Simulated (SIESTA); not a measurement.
Band structure of Ru (P6_3/mmc, 2 atoms in the cell).

```xyz
2
Lattice="1.3550 -2.3469 0.0000 1.3550 2.3469 0.0000 0.0000 0.0000 4.2800" Properties=species:S:1:pos:R:3 pbc="T T T"
Ru     1.3550     0.7823     1.0700
Ru     1.3550    -0.7823     3.2100
```

Method of the run: GGA PBE, numerical atomic orbitals TZP, PseudoDojo PBE standard norm-conserving potentials (rewritten from UPF to PSML) in SIESTA.

Settings: XC.functional = GGA; XC.authors = PBE; potentials = PseudoDojo PBE standard; PAO.BasisSize = TZP; PAO.EnergyShift = 0.005 Ry; MeshCutoff = 300 Ry; kgrid.MonkhorstPack = 9 9 5; OccupationFunction = FD; ElectronicTemperature = 0.136 eV; MaxSCFIterations = 150; SCF.Mixer.Method = Pulay; SCF.Mixer.Weight = 0.1; SCF.Mixer.History = 8; SCF.DM.Tolerance = 1.0E-04.

The starting cell has typed, rounded lattice constants, without a prior relaxation at this level. Spin polarisation is off. Values carry the incompleteness of an atom-centred basis.

Levels in eV from the Fermi level, bands 13 to 18:
```csv
point,13,14,15,16,17,18
Γ,-2.47,-1.98,-1.98,-1.47,-1.47,1.09
M,-2.11,-1.80,-1.55,1.30,1.72,1.80
K,-2.88,-2.88,-1.13,0.92,0.92,1.35
A,-2.83,-2.83,-2.74,-2.74,0.46,0.46
L,-1.12,-1.12,0.42,0.42,1.55,1.55
H,-2.76,-2.76,-1.22,-1.22,1.13,1.13
```

Bands cross the Fermi level along this path, so the cell is metallic at this level.

Higher empty bands are left out: an atom-centred basis made for the valence describes them poorly.
